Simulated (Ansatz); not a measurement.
Abridged Ansatz (a first-principles code) output:

```
Pseudopotential: Ta, paw, valence charge 13
Pseudopotential: Sc, paw, valence charge 11
Crystal: 4 atoms, lattice volume = 77.030 Å³
Basis set: ecut = 500 eV, 1935 PW (Γ), exchange–correlation on 128×128×128 points (64 copies of the dense FFT grid, shifted against one another)
Bands: 30, of which v1, the nominal top of the filled ones, is band 25 counted from 1 (24 counted from 0)
Symmetry: 48 space group operations
k-points: 56 of 1331
Functional: x = r2scan, c = r2scan; τ floored in thin density (d = 2e-4 eV/Å³)
SCF iter   1: F=—  HF=-31972.338132 eV  |F-HF|=—  |Δ(HF+E_count)|=         —  Δρ=1.42e-2  dr2=2.67e-1  dr2_τ=5.12e-2  ethr=1.77e-3  ⟨swp⟩=4.4  Hψ=6720  notcnv=0
SCF iter   2: F=—  HF=-31972.385724 eV  |F-HF|=—  |Δ(HF+E_count)|=   4.76e-2  Δρ=5.54e-3  dr2=2.77e-2  dr2_τ=2.81e-3  ethr=5.34e-4  ⟨swp⟩=3.2  Hψ=3381  notcnv=0
SCF 1 converged in 9 iterations: F = -31972.390705 eV  dr2 = 6.06e-12
SCF converged after 9 iterations
Free energy (F): -31972.390705 eV
Internal energy: -31972.353347 eV  (E = F + TS)
E sigma→0 (E₀):  -31972.372026 eV
Entropy (-TS):   -0.037358 eV (-9.339 meV/atom)
Fermi energy:    16.196414 eV
--- Forces (eV/Å), atoms counted from 1 ---
  atom   1  Ta     0.00000000    -0.00000000     0.00000000
  atom   2  Ta     0.00000000    -0.00000000     0.00000000
  atom   3  Ta     0.00000000    -0.00000000     0.00000000
  atom   4  Sc     0.00000000    -0.00000000     0.00000000
--- Stress (GPa, compression-positive) ---
       -0.000655       0.000000       0.000000
       -0.000000      -0.000655       0.000000
        0.000000       0.000000      -0.000655
  P = ⅓ Tr σ = -0.0007 GPa (-0.007 kbar)
```

What was computed, and what are the main results?

ScTa3, 4 atoms in the cell, with r2SCAN (Ansatz, PAW, no spin-orbit coupling). The last SCF converged to F = -31972.390705 eV, or -7993.0977 eV per atom, at a pressure of 0.00 GPa. The total energy compares only with runs of the same code, potentials and settings.

No phonon test of stability was made. The final runs are not spin-polarised. The cell was made from ScAl3 by this change: Al → Ta; the result is a hypothetical phase, not in the database extracts checked.
